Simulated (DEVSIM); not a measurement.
Device: Schottky contact on n-type Si, at 250 K.

| layer (left to right) | material | thickness (μm) | Nd (cm⁻³) | τn (s) | τp (s) |
|---|---|---|---|---|---|
| 1 | Si | 0.880 | 3.1e15 | 8.4e-6 | 8.4e-6 |
| 2 | Si | 14.0 | 2.8e18 | 8.4e-6 | 8.4e-6 |

Left contact: Schottky, work function 4.69 eV, emission velocity 1.1e7 cm/s. Right contact: ohmic. Voltage is applied to the left contact. Recombination: SRH at mid-gap, radiative. Gap narrowing is on: ΔEg = 6.92 meV × (l + √(l² + 0.5)), l = ln(N/1.3e17 cm⁻³), shared equally by both band edges. Mobility is constant in doping.

The device is made up for the run: typed textbook-type constants, with dimensions and the other settings drawn at random. Values at 300 K; Nc and Nv go as T^1.5, mobilities as T to minus their exponent, the gap by Varshni's rule with the affinity fixed.

```csv
parameter,Si
gap (eV),1.124
affinity (eV),4.05
permittivity,11.7
Nc (cm⁻³),2.86e19
Nv (cm⁻³),3.1e19
μn (cm²/Vs),1417
μp (cm²/Vs),470
T exponent of μn,2.3
T exponent of μp,2.2
B (cm³/s),4.7e-15
Varshni α (eV/K),0.000473
Varshni β (K),636
```

DEVSIM, 1D drift-diffusion, Boltzmann statistics, complete ionisation; no tunnelling, impact ionisation, image-force lowering or self-heating. Metal contacts follow the ideal Schottky-Mott rule: no Fermi-level pinning, no interface dipoles.

The metal work function was swept, all else fixed.

```csv
metal work function (eV),dark forward voltage at 100 A/cm² (V),potential step across the device at zero bias (V),dark forward voltage at 1 A/cm² (V)
4.54,0.235,0.424,0.122
4.59,0.285,0.474,0.172
4.64,0.335,0.524,0.222
4.69,0.385,0.574,0.272
4.74,0.435,0.624,0.322
4.79,0.485,0.674,0.372
4.84,0.535,0.724,0.422
4.89,0.585,0.774,0.472
```

From the first row to the last the dark forward voltage at 100 A/cm² goes from 0.235 to 0.585. From the first row to the last the potential step across the device at zero bias goes from 0.424 to 0.774.
